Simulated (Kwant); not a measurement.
System: wire with a row of barriers in a Si two-dimensional gas. Effective mass 0.19 mₑ, grid spacing 7.5 nm, hard walls, nominal width 150 nm (19 grid rows, so walls 150 nm apart), one parabolic valley, scattering region 750 nm long along x; energies count from the band bottom; Fermi energy swept from 7.0368e-05 to 0.00083562 eV. 2 barrier(s) across the wire, height 0.019 eV, thickness 15 nm (about 2 grid columns), spaced by 45 nm.

The device is made up for the run: typed textbook-type constants, with dimensions and the other settings drawn at random.

Computed with Kwant: effective-mass tight-binding model on a square grid, one spin, coherent transport at 0 K. Conductance is in e²/h.

**Question.** How many channels do the leads carry at E = 0.402, 0.725 meV?

**Answer.** The hard-wall thresholds are n² ħ²π²/(2mW²) = n² × 0.0880 meV with W = 150 nm. √(0.402/0.0880) = 2.14, so 2. √(0.725/0.0880) = 2.87, so 2.
